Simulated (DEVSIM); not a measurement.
System: Ti/HfO2/p-In0.53Ga0.47As capacitor, at 300 K.

| layer (left to right) | material | thickness (nm) | Na (cm⁻³) |
|---|---|---|---|
| 1 | HfO2 | 23.0 | - |
| 2 | In0.53Ga0.47As | 450 | 1.6e18 |

Metal gate on the left, work function 4.33 eV. Fixed charge at the semiconductor interface 1.8e12 cm⁻² (in units of +e); interface traps 1.5e11 cm⁻² eV⁻¹, uniform in energy, neutral level at 0.3 of the gap above the valence band.

The device is made up for the run: typed textbook-type constants, with dimensions and the other settings drawn at random. Values at 300 K.

| parameter | HfO2 | In0.53Ga0.47As |
|---|---|---|
| gap (eV) | 5.7 | 0.74 |
| affinity (eV) | 2.5 | 4.51 |
| permittivity | 22 | 13.9 |
| Nc (cm⁻³) | - | 2.1e17 |
| Nv (cm⁻³) | - | 7.7e18 |

Model (solved in DEVSIM): 1D Poisson equation in equilibrium, Boltzmann statistics, complete ionisation; no quantum confinement or tunnelling. Metal contacts follow the ideal Schottky-Mott rule: no Fermi-level pinning, no interface dipoles.

The interface trap density was swept, all else fixed.

```
interface trap density (cm^-2 eV^-1)  minimum of the low-frequency capacitance (μF/cm²)  flat-band voltage (V)
------------------------------------  -------------------------------------------------  ---------------------
0                                                                                 0.320                  -1.22
1e10                                                                              0.321                  -1.22
1e11                                                                              0.326                  -1.22
1.5e11                                                                            0.329                  -1.23
3e11                                                                                [?]                  -1.23
1e12                                                                              0.376                  -1.25
2e12                                                                              0.421                  -1.29
```

Question: Fill in the missing entries.

Answer: 
- 3e11, minimum of the low-frequency capacitance (μF/cm²): 0.337
